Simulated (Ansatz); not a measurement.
Consider PbTe in the rock salt structure (space group Fm-3m, No. 225).

```
PbTe
1.0
    0.00000     3.26715     3.26715
    3.26715     0.00000     3.26715
    3.26715     3.26715     0.00000
Te Pb
1 1
Direct
  0.50000   0.50000   0.50000
  0.00000   0.00000   0.00000
```

Cartesian axes are those of the cell as printed.

Calculations: r2SCAN (Ansatz, a program for electronic structure), scalar-relativistic without spin-orbit coupling.

Now apply this change: a pure shear with ε_xy = ε_yx = 0.0171, atoms relaxed at fixed cell.

Question: Predict the stress tensor and what it implies for the stiffness.

Answer: Stress of the strained cell less that of the base (GPa, compression positive):
```
   0.01   -0.53    0.00
  -0.53    0.01    0.00
   0.00    0.00   -0.01
```

Then −Δσ/γ with γ = 2ε = 0.0342 gives secant stiffness values (nonlinear terms included at this strain): C66 ≈ 15 GPa.

Stability against distortions was not tested.
